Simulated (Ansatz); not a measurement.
A short convergence ladder for CdHOF (P1, 8 atoms in the cell)

```
CdHOF
1.0
    3.55203     0.00000     0.00000
    0.00000     4.86891     0.00000
   -0.00820     0.00000     5.65609
Cd H O F
2 2 2 2
Direct
  0.74778   0.75453   0.74221
  0.25224   0.25453   0.26663
  0.74970   0.68417   0.27240
  0.25030   0.18417   0.72760
  0.24816   0.02155   0.61969
  0.75184   0.52155   0.38031
  0.24887   0.47975   0.89420
  0.75113   0.97975   0.10580
```

Base method: PBEsol, default PAW files made with PBE (plane waves; Ansatz, a program for electronic structure).

Base settings: basis.ecutwfc = 420 eV; kpoints.mp_grid.grid = 7 5 5; hamiltonian.xc = pbesol; hamiltonian.pseudopotentials = {kind: paw} (the program's default PAW files); scf.occupations.method = fixed.

**The width of Fermi-Dirac smearing**

In this ladder: scf.occupations.method = fermi_dirac.

The mesh stays at the base's, so the ladder's end is converged at best in this setting alone.

Only quantities that move along the ladder and can be compared are tabulated.

| scf.occupations.width | free energy less the last step's (meV/atom) | pressure (GPa) | largest difference of a force vector from the last step's (eV/Å) |
|---|---|---|---|
| 1 eV | -110.86 | -2.55 | 0.218 |
| 0.5 eV | -8.43 | -5.54 | 0.058 |
| 0.2 eV | -0.08 | -5.91 | 0.002 |
| 0.1 eV | 0.00 | -5.92 | 0.000 |
| 0.02 eV | 0.00 | -5.92 | 0.000 |

Widest scf.occupations.width that holds the free energy within 0.5 meV/atom of the last step, with all finer ones: 0.2 eV; the step before is off by 8.4 meV/atom.

Widest scf.occupations.width that holds the forces within 0.02 eV/Å of the last step, with all finer ones: 0.2 eV; the step before is off by 0.058 eV/Å.

Widest scf.occupations.width that holds the pressure within 0.05 GPa of the last step, with all finer ones: 0.2 eV; the step before is off by 0.37 GPa.

On the base run: the starting cell comes from a database of computed structures (which also holds hypothetical and non-ambient phases and stackings), without a prior relaxation at this level. Its lattice was rescaled by up to half a per cent. One atom was moved a little off its site on purpose. In the base run, with a pressure of about -6 GPa the cell is away from its equilibrium volume at this level. Ansatz's pressure includes its estimate of the finite-basis (Pulay) stress.

Keys are those of Ansatz 0.2.
